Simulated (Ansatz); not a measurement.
# BeSe: pressure series

Base system: BeSe in the zinc blende structure (space group F-43m, No. 216).

```yaml
crystal:
  lattice:
    - [0.00000, 2.58883, 2.58883]
    - [2.58883, 0.00000, 2.58883]
    - [2.58883, 2.58883, 0.00000]
  atoms:
    - { symbol: Se, position: [0.75000, 0.75000, 0.75000] }
    - { symbol: Be, position: [0.00000, 0.00000, 0.00000] }
```

Cell and atoms are relaxed at each pressure.

Method: plane-wave PAW DFT at the PBE level (Ansatz, an electronic-structure program, 420 eV), scalar-relativistic without spin-orbit coupling, earlier PAW set.

Candidates:
(a) pressure −2 GPa
(b) pressure −1 GPa
(c) pressure 0.9 GPa
(d) pressure 2.1 GPa

Base values:

- Band gap: 2.67 eV

Order them by band gap, lowest first.

(d) pressure 2.1 GPa (2.62 eV), (c) pressure 0.9 GPa (2.65 eV), (b) pressure −1 GPa (2.70 eV), (a) pressure −2 GPa (2.73 eV)

Load acts through the strain it causes; cell and atoms are relaxed under it. Whether these cells are dynamically stable was not tested.
